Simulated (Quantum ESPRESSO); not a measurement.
Worked example: self-consistent single point of Mg16Al12Sn (I-43m, 29 atoms in the cell) in Quantum ESPRESSO.

Method: LDA (PZ), GBRV 1.5 ultrasoft (LDA) pseudopotentials (plane waves; Quantum ESPRESSO).

```yaml
crystal:
  lattice:
    - [5.32223, 5.32223, 5.32223]
    - [-5.32223, 5.32223, 5.32223]
    - [-5.32223, -5.32223, 5.32223]
  atoms:
    - { symbol: Mg, position: [0.71494, 0.60006, 0.39994] }
    - { symbol: Mg, position: [0.00000, 0.39994, 0.31500] }
    - { symbol: Mg, position: [0.28506, 0.31500, 0.68500] }
    - { symbol: Mg, position: [0.00000, 0.68500, 0.60006] }
    - { symbol: Mg, position: [0.68500, 0.31500, 0.28506] }
    - { symbol: Mg, position: [0.31500, 0.39994, 0.00000] }
    - { symbol: Mg, position: [0.39994, 0.60006, 0.71494] }
    - { symbol: Mg, position: [0.60006, 0.68500, 0.00000] }
    - { symbol: Mg, position: [0.60006, 0.00000, 0.31500] }
    - { symbol: Mg, position: [0.68500, 0.71494, 0.68500] }
    - { symbol: Mg, position: [0.31500, 0.00000, 0.60006] }
    - { symbol: Mg, position: [0.39994, 0.28506, 0.39994] }
    - { symbol: Mg, position: [0.34594, 0.00000, 0.00000] }
    - { symbol: Mg, position: [0.00000, 0.00000, 0.34594] }
    - { symbol: Mg, position: [0.65406, 0.34594, 0.65406] }
    - { symbol: Mg, position: [0.00000, 0.65406, 0.00000] }
    - { symbol: Al, position: [0.18354, 0.62925, 0.37075] }
    - { symbol: Al, position: [0.00000, 0.37075, 0.81279] }
    - { symbol: Al, position: [0.81646, 0.81279, 0.18721] }
    - { symbol: Al, position: [0.00000, 0.18721, 0.62925] }
    - { symbol: Al, position: [0.18721, 0.81279, 0.81646] }
    - { symbol: Al, position: [0.81279, 0.37075, 0.00000] }
    - { symbol: Al, position: [0.37075, 0.62925, 0.18354] }
    - { symbol: Al, position: [0.62925, 0.18721, 0.00000] }
    - { symbol: Al, position: [0.62925, 0.00000, 0.81279] }
    - { symbol: Al, position: [0.18721, 0.18354, 0.18721] }
    - { symbol: Al, position: [0.81279, 0.00000, 0.62925] }
    - { symbol: Al, position: [0.37075, 0.81646, 0.37075] }
    - { symbol: Sn, position: [0.00000, 0.00000, 0.00000] }
```

Reference input (self-consistent single point, DFT, LDA (PZ), plane waves, GBRV 1.5 ultrasoft (LDA) pseudopotentials): ecutwfc = 40 Ry; ecutrho = 200 Ry; occupations = smearing; smearing = fd; degauss = 0.0036749 Ry; potentials = {Mg: mg_lda_v1.4.uspp.F.UPF, Al: al_lda_v1.uspp.F.UPF, Sn: sn_lda_v1.4.uspp.F.UPF}; K_POINTS = automatic 3 3 3 0 0 0; conv_thr = 1e-10 Ry. This run's input differs from it in these lines:

```diff
@@ -20,3 +20,2 @@
 &electrons
- conv_thr = 1.0d-10
 /
```

Output (repeated stretches shortened):

```
     Self-consistent Calculation

     iteration #  1     ecut=    40.00 Ry     beta= 0.70

     total energy              =   -2237.24246814 Ry
     estimated scf accuracy    <       5.10691473 Ry

     iteration #  2     ecut=    40.00 Ry     beta= 0.70

     total energy              =   -2236.62112223 Ry
     estimated scf accuracy    <      14.75989358 Ry

     iteration #  3     ecut=    40.00 Ry     beta= 0.70

     total energy              =   -2239.33280694 Ry
     estimated scf accuracy    <       1.51215904 Ry

   [... 4 blocks of this kind left out ...]

     iteration #  8     ecut=    40.00 Ry     beta= 0.70

     total energy              =   -2239.61237112 Ry
     estimated scf accuracy    <       0.00000407 Ry

     iteration #  9     ecut=    40.00 Ry     beta= 0.70
     End of self-consistent calculation

     the Fermi energy is     6.2549 ev

!    total energy              =   -2239.61237208 Ry
     estimated scf accuracy    <       0.00000032 Ry
     smearing contrib. (-TS)   =      -0.00801631 Ry
     internal energy E=F+TS    =   -2239.60435577 Ry

     convergence has been achieved in   9 iterations

     Forces acting on atoms (cartesian axes, Ry/au):

     atom    1 type  1   force =     0.00014669    0.00064917    0.00014669
     atom    2 type  1   force =    -0.00014669   -0.00064917    0.00014669
     atom    3 type  1   force =    -0.00014669    0.00064917   -0.00014669
     atom    4 type  1   force =     0.00014669   -0.00064917   -0.00014669
     atom    5 type  1   force =    -0.00064917    0.00014669   -0.00014669
   [... 20 lines left out ...]
   [... lines left out ...]
     Total force =     0.005535     Total SCF correction =     0.001011
   [... lines left out ...]
     SCF correction compared to forces is large: reduce conv_thr to get better values

          total   stress  (Ry/bohr**3)                   (kbar)     P=      -37.46
  -0.00025467  -0.00000000   0.00000000          -37.46       -0.00        0.00
  -0.00000000  -0.00025467  -0.00000000           -0.00      -37.46       -0.00
   0.00000000  -0.00000000  -0.00025467            0.00       -0.00      -37.46

   JOB DONE.
```

The run converged in 9 iterations. Against the reference run the free energy stays essentially unchanged (within 1 meV/atom), the pressure moves little (-3.71 to -3.75 GPa) and the largest force goes from 0.059 to 0.063 eV/Å. The full log also holds: “SCF correction compared to forces is large: reduce conv_thr to get better values”.

The starting cell comes from a database of computed structures (which also holds hypothetical and non-ambient phases and stackings), without a prior relaxation at this level. Its lattice was rescaled by a random factor within 2.5 % of one. With a pressure of about -4 GPa the cell is away from its equilibrium volume at this level.

Cost on one core of a shared machine: roughly 4 min.
